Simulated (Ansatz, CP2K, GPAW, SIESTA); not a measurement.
**SnBi₃ (I4/mmm, 4 atoms in the cell) computed with different codes at matched settings**

Self-consistent single point.

```
SnBi3
1.0
   -2.35058     2.35058     5.66404
    2.35058    -2.35058     5.66404
    2.35058     2.35058    -5.66404
Sn Bi
1 3
Direct
  0.00000   0.00000   0.00000
  0.50000   0.50000   0.00000
  0.25000   0.75000   0.50000
  0.75000   0.25000   0.50000
```

Shared settings, as Ansatz (an electronic-structure program) writes them: kpoints.mp_grid.grid = 6 6 6; scf.occupations.method = fermi_dirac; scf.occupations.width = 0.0073 Ry. Potentials and cutoffs stand in the table.

| code | model | pressure (GPa) | cutoff |
|---|---|---|---|
| CP2K | LDA (Pade form), GPW, DZVP-MOLOPT-SR-GTH basis, GTH-PADE potentials (GTH_POTENTIALS) | -3.05 | grid 400 Ry |
| Ansatz | LDA (PW92), PAW files made with PBE | -3.73 | default |
| GPAW | LDA (Perdew-Wang 92), GPAW PAW datasets LDA (gpaw-data 1.0.1) | -3.88 | 550 eV |
| SIESTA | LDA PW92, numerical atomic orbitals TZP, PseudoDojo LDA standard norm-conserving potentials (rewritten from UPF to PSML) | -4.09 | grid 350 Ry |

On Ansatz's run: spin-orbit coupling is off.

The spread over the programs that give each value: pressure within 1.04 GPa.

CP2K and SIESTA use small atom-centred bases, whose incompleteness enters pressures, forces and empty levels differently from a plane-wave cutoff. Ansatz's pressure is given at a fixed set of plane waves, as the other plane-wave codes print theirs.

The starting cell comes from a database of computed structures (which also holds hypothetical and non-ambient phases and stackings), without a prior relaxation at this level.

Left out of this page: Elk and FLEUR (not drawn, or without a comparable value).

Keys are those of Ansatz 0.2.
